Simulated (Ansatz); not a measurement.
Take Te (space group P3_121, No. 152; made of chains) as the base.

```
Te
1.0
    4.52111     0.00000     0.00000
   -2.26056     3.91540     0.00000
    0.00000     0.00000     5.95492
Te
3
Cartesian
  1.21222   0.00000   1.98497
 -0.60611   1.04981   3.96994
  1.65445   2.86559   0.00000
```

Calculations: PBE (Ansatz, a first-principles code; PAW; 420 eV plane waves; no spin-orbit coupling), earlier PAW set.

Before the change:

* **Volume per atom**: 35.14 Å³

The change: a hydrostatic pressure of 0.9 GPa.

Question: What does the calculation give for the volume per atom after the change?

Answer: The volume per atom falls by 1.45 Å³, from 35.14 Å³ to 33.69 Å³.

Load acts through the strain it causes; cell and atoms are relaxed under it. No phonon test of stability was made. No dispersion term is included, though the crystal is made of layers, chains or molecules, so its spacings can come out too wide.
